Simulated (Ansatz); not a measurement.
The reference is BaTiO3 in the cubic perovskite structure (space group Pm-3m, No. 221; a = 3.9699 Å).

One thing is altered: hydrostatic tension (pressure −2 GPa).

Levels (all Ansatz, a program for electronic structure, PAW): PBEsol (420 eV, spin-orbit coupling left out); r2SCAN (500 eV, scalar-relativistic without spin-orbit coupling); HSE06 (420 eV, spin-orbit coupling left out).

One geometry, relaxed with PBEsol, under each level:

| level | band gap | lowest conduction level above the VBM at special points | pressure |
|---|---|---|---|
| PBEsol | 1.79 eV | Γ 1.79 eV; X 1.93 eV; M 3.62 eV; R 4.31 eV | -2.00 GPa |
| r2SCAN | 2.19 eV | Γ 2.19 eV; X 2.32 eV; M 3.94 eV; R 4.63 eV | 1.26 GPa |
| HSE06 | 3.24 eV | Γ 3.24 eV; X 3.39 eV; M 5.21 eV | – |

Single points use the geometry relaxed with PBEsol. Their cutoffs differ, which shifts pressures a little. HSE06 gaps are upper bounds (no full band path). Load acts through the strain it causes; cell and atoms are relaxed under it. Whether these cells are dynamically stable was not tested. The final runs are not spin-polarised. Many cubic perovskites are stable only at high temperature; tilts and polar distortions were not tested. This is not the structure that BaTiO3 has at room temperature and ambient pressure.
